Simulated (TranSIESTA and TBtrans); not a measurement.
Run with TranSIESTA and TBtrans (open boundaries, self-consistent; PseudoDojo norm-conserving potentials, scalar-relativistic): PAO.BasisSize DZP, PAO.EnergyShift 0.15 eV, XC.Authors PBE, Mesh.Cutoff 200 Ry, ElectronicTemperature 300 K, TS.Voltage 0.0 eV, TBT.Elecs.Eta 0.001 eV, no spin polarisation.

Junction: Ga chain with one bond stretched by 0.6 Å. Leads: straight Ga chain, spacing 2.703 Å. Geometry: as built, not relaxed.

Q: Predict: conductance at 300 K (G0 = 2e²/h); mean T from −0.5 to 0.5 eV.

A: conductance at 300 K (G0 = 2e²/h): 2.57; mean T from −0.5 to 0.5 eV: 1.85. The straight chain is held at its spacing; free chains may zigzag or dimerise. No spin-polarised start was tried, so a magnetic state, if there is one, is missed.
